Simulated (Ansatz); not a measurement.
Consider ZnS in the zinc blende structure (space group F-43m, No. 216; a = 5.357 Å).

Modification: full substitution S → Se; the structure is relaxed again.

Levels (all Ansatz, a program for electronic structure, PAW, earlier PAW set): PBEsol (420 eV, no spin-orbit coupling); HSE06 (420 eV, without spin-orbit coupling).

The geometry is relaxed with PBEsol.

- PBEsol lowest conduction level above the VBM at special points = Γ 1.23 eV; L 2.48 eV; X 2.81 eV

Task: How does going to HSE06 change the lowest conduction level above the VBM at special points?

Result: The lowest conduction level above the VBM at special points becomes Γ 2.49 eV; L 3.69 eV; X 3.81 eV (PBEsol: Γ 1.23 eV; L 2.48 eV; X 2.81 eV).

Single points use the geometry relaxed with PBEsol. The levels and masses belong to the bands next to the band gap. Whether these cells are dynamically stable was not tested.
